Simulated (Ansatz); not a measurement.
**Pd₂Al₃ (P-3m1, No. 164, 5 atoms in the cell; start mp-10901)**

All values below come from r²SCAN (Ansatz, a program for electronic structure, plane waves, PAW).

Settings: plane-wave cutoff 560 eV, 18×18×12 k mesh (along the axes of the cell as run), Fermi–Dirac smearing 0.05 eV, scalar-relativistic PAW data made under PBE.

Cell (relaxed at this level):

Al3Pd2 is taken in the trigonal space group P-3m1 (No. 164), Pearson symbol hP5. Cell: a = b = 4.215 Å, c = 5.165 Å, α = β = 90.00°, γ = 120.00°. Al1 on 1a has 6 Pd at 2.565 Å and 6 Al at 3.045 Å. Al2 on 2d has 5 Pd at 2.524–2.641 Å and 3 Al at 2.861 Å and 3 Al at 3.045 Å. Pd on 2d sees 8 Al at 2.524–2.641 Å and 3 Pd at 2.925 Å. (Neighbours: up to the widest gap in distance over summed covalent radii, below 1.35, at either atom.)

For Pd₂Al₃ (P-3m1, No. 164, 5 atoms in the cell; start mp-10901), the band gap is zero (no gap) and the bulk modulus B0 is 141 GPa.

Note: the relaxation could not lower the start's symmetry, so the cell can be a saddle point above a distorted one; the bulk modulus is −V dP/dV from two relaxed cells at ±2 % in volume.

Spin–orbit coupling is not included.

Computed values are for the static lattice.

A start named mp-… is a Materials Project structure, which need not be a measured phase.
